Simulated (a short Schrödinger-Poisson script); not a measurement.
Structure: MOS inversion layer, SiO2 on p-type GaN, at 300 K.

| layer | material | thickness (nm) | Na (cm⁻³) |
|---|---|---|---|
| 1 | SiO2 | 1.8 | - |
| 2 | GaN | 550 | 1.3e18 |

Constants are typed, rounded textbook-type inputs, not results; the design itself was drawn at random and stands for no fabricated device. SiO2: permittivity 3.9, conduction-band edge (eV) 3.2, gap (eV) 9, electron mass (mₑ) 0.5. GaN: permittivity 9.5, conduction-band edge (eV) 0, gap (eV) 3.43, Nv at 300 K (cm⁻³) 4.6e19.

Channel valleys (confinement mass, in-plane density-of-states mass, number): Γ 0.2, 0.2, 1. At the gate the conduction-band edge of layer 1 lies 3.63 eV − eVg above the Fermi level of the channel; the field vanishes at the back. Gaps are held at their typed values at every temperature. Mesh 0.03 nm at interfaces.

From a short Schrödinger-Poisson script (our own, NumPy): 1D Poisson equation in equilibrium, electrons quantum, Hartree (BenDaniel-Duke, 12 states a valley, the channel's in-plane mass for all, wave functions free to enter the dielectric), parabolic valleys, classical holes, full ionisation, no traps, pinning or gate leakage.

The same stack at other levels of the model or other numerical settings:

| run | sheet density of all electrons at Vg = 1.65 V (cm⁻²) | capacitance at Vg = 1.65 V (μF/cm²) | centroid of the channel electrons at Vg = 1.65 V (nm) | gate voltage at 1e11 electrons/cm² (V) | rough cost against the base |
|---|---|---|---|---|---|
| base | 3.03e12 | 1.39 | 1.33 | 1.24 | about 1 |
| electrons treated as classical, Boltzmann | 6.08e12 | 1.79 | [?] | 1.03 | 0.05 |
| electrons treated as classical, Fermi-Dirac | 4.23e12 | 1.36 | [?] | 1.04 | 0.3 |
| electrons treated as quantum, Hartree plus LDA exchange-correlation | [?] | 1.44 | 1.30 | 1.23 | 2 |
| mesh six times as coarse | 2.97e12 | 1.38 | 1.35 | 1.24 | 0.3 |
| one subband a valley | 3.03e12 | 1.39 | 1.33 | 1.24 | 0.6 |

### Question
Fill in the missing entries.

### Answer

- electrons treated as classical, Fermi-Dirac, centroid of the channel electrons at Vg = 1.65 V (nm): 0.56
- electrons treated as quantum, Hartree plus LDA exchange-correlation, sheet density of all electrons at Vg = 1.65 V (cm⁻²): 3.40e12
- electrons treated as classical, Boltzmann, centroid of the channel electrons at Vg = 1.65 V (nm): 0.18

The classical rows ignore confinement, and Boltzmann statistics overrate the density once the band edge passes the Fermi level.

In real p-type GaN the Mg acceptor is only partly ionised, and so wide a gap doesn't supply an inversion layer without source and drain.
